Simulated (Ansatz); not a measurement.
**What biaxial strain +0.50 %, plane normal [001], relaxed out of plane does to ZrS2**

The parent structure is ZrS2 in the CdI2 type structure (space group P-3m1, No. 164; a = 3.635 Å, c = 5.720 Å; layered, stacked along the Cartesian z axis). Axes: x lies along a and z along c of the hexagonal cell.

The change: biaxial strain +0.50 %, plane normal [001], relaxed out of plane (Cartesian); in-plane vectors clamped, the third vector and the atoms free.

Calculations: plane-wave PAW DFT at the PBE-D3(BJ) level (Ansatz, a program for electronic structure, 420 eV), no spin-orbit coupling. Γ-centred 10×10×6 mesh, Fermi–Dirac width 0.05 eV.

```tsv
quantity	base	changed	shift
volume per atom	21.81 Å³	21.99 Å³	+0.18 Å³
shortest interatomic distance	2.557 Å	2.560 Å	+0.0038 Å
pressure (mean of the normal stresses, compression positive)	0.00 GPa	-0.53 GPa	-0.53 GPa
band gap	0.66 eV	0.69 eV	+0.03 eV
gap character	indirect, Γ → L	indirect, Γ → L	–
width of the top valence band	2.07 eV	2.06 eV	-0.01 eV
valence-band top at Γ (three highest levels, from the VBM)	0.00, -0.24, -0.24 eV	0.00, -0.28, -0.28 eV	–
out-of-plane strain	–	-0.19 %	–
mean in-plane stress (compression positive)	–	-0.8 GPa	–
```

Final structure (turned so that z lies along the plane normal):

```yaml
crystal:
  lattice:
    - [3.65300, 0.00000, 0.00000]
    - [1.82650, 3.16359, 0.00000]
    - [0.00000, 0.00000, 5.70870]
  atoms:
    - { symbol: Zr, position: [0.00000, 0.00000, 0.00000] }
    - { symbol: S, position: [0.33333, 0.33333, 0.25433] }
    - { symbol: S, position: [0.66667, 0.66667, 0.74567] }
```

Cost of the whole job for the changed cell (relaxation, final SCF and bands): very roughly 40 core-seconds.

Stability against distortions was not tested.
